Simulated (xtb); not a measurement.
xtb 6.7.1, GFN1-xTB: Si(Br)(OH)(NH2)2 (N[Si](N)(O)Br), 10 atoms. The geometry is a generated start, not checked to be a minimum at this level.

```yaml
run_flags: --grad
method: GFN1-xTB
"--acc": 1 (default)
"--etemp (K)": 300 (default)
basis_functions: 42
valence_electrons: 32
```

```xyz
10

N     -1.3357     0.7803    -0.3008
Si     0.0251    -0.2532    -0.1486
N      1.5136     0.4776     0.2828
O     -0.3372    -1.4664     0.8679
Br     0.3538    -1.0419    -2.1927
H     -1.3108     1.5096    -0.9953
H     -1.7830     1.1113     0.5369
H      2.3733     0.0333     0.0033
H      1.6119     0.8600     1.2065
H     -1.1111    -2.0106     0.7400
```

One run each on 1 thread. Values of broydamp tried: 0.02, 0.05, 0.1, 0.2, 0.4 (default), 0.6, 0.8, 1.

Problem. Predict the course of the SCC iterations along this series.

Solution. Fewest SCC iterations, within one of each other: 0.2 with 11, 0.4 (default) with 11, 0.6 with 12, 0.8 with 12. The count rises to 18 at 0.02. All converge to one solution.

| broydamp | SCC iterations | end |
|---|---|---|
| 0.02 | 18 | same solution |
| 0.05 | 16 | same solution |
| 0.1 | 15 | same solution |
| 0.2 | 11 | same solution |
| 0.4 (default) | 11 | same solution |
| 0.6 | 12 | same solution |
| 0.8 | 12 | same solution |
| 1 | 14 | same solution |
